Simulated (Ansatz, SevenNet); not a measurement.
**BiVO4 (I4₁/a, No. 88, 12 atoms in the cell; start mp-23044; high-temperature phase): properties by level of theory**

```
level (code)    equilibrium lattice constant a (Å)  lattice parameter c (Å)
--------------  ----------------------------------  -----------------------
SevenNet-0                                   5.195                   11.701
SevenNet-l3i5                                5.189                   11.727
PBE+U (Ansatz)                               5.172                   11.771
```

Caveats: the relaxation could not lower the start's symmetry, so the cell can be a saddle point above a distorted one (SevenNet-0, SevenNet-l3i5, PBE+U). Ansatz's density-functional and Hartree–Fock values are scalar-relativistic unless marked +SOC, with PAW data made under PBE.

A start named mp-… is a Materials Project structure, which need not be a measured phase.

Ansatz is a quantum-chemistry and plane-wave program.
